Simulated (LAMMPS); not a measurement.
Melts of Pd (fcc) with 25 % of Pd sites Pt cooled to 300 K at several rates.

Method: classical MD, pair style eam, the elements' _u3.eam files (universal-3 set of Foiles, Baskes and Daw) (LAMMPS).

| cooling rate (K/s) | energy above the crystal | state | density | coordination number of Pd by Pt | rough cost |
|---|---|---|---|---|---|
| 1e+12 | 0.014 eV/atom | crystallised | 14.3 g/cm³ (one sample) | 2.90 (counted to 3.30 Å) | 70 core-minutes |
| 1e+13 | 0.072 eV/atom | partly crystallised | 14.1 g/cm³ (one sample) | 3.07 (counted to 3.50 Å) | 10 core-minutes |
| 1e+14 | 0.080 eV/atom | partly crystallised | 14.1 g/cm³ (one sample) | 3.15 (counted to 3.58 Å) | 2.1 core-minutes |

Costs are rough and include melting and analysis.

Caution: the cell keeps the atom count and shape of the starting crystal, which eases freezing.
